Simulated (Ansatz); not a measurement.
Start from TaAgO3 in the cubic perovskite structure (space group Pm-3m, No. 221; a = 3.951 Å; a cell from a computed database, its experimental status unchecked).

Levels (all Ansatz, a first-principles code, PAW): PBEsol (420 eV, no SOC); PBEsol+SOC (420 eV, spin-orbit coupling included).

The geometry is relaxed with PBEsol.

- PBEsol width of the top valence band = 1.14 eV
- PBEsol smallest direct gap = 2.19 eV
- PBEsol lowest conduction level above the VBM at special points = Γ 1.62 eV; X 2.04 eV; R 3.34 eV; M 4.89 eV
- PBEsol pressure = 0.00 GPa

### Question
Predict the width of the top valence band, smallest direct gap, lowest conduction level above the VBM at special points and pressure from PBEsol+SOC.

### Answer
The width of the top valence band falls by 0.079 eV, from 1.14 eV to 1.07 eV; the smallest direct gap shrinks by 0.13 eV (2.19 eV → 2.06 eV); the lowest conduction level above the VBM at special points changes from Γ 1.62 eV; X 2.04 eV; R 3.34 eV; M 4.89 eV to Γ 1.60 eV; X 2.01 eV; R 3.32 eV; M 4.73 eV; the pressure goes from zero to -0.23 GPa.

Single points use the geometry relaxed with PBEsol. The spin-orbit shifts are approximate. Spin-orbit coupling, missing from the scalar runs, can matter with Ta. No phonon test of stability was made. Many cubic perovskites are stable only at high temperature; tilts and polar distortions were not tested.
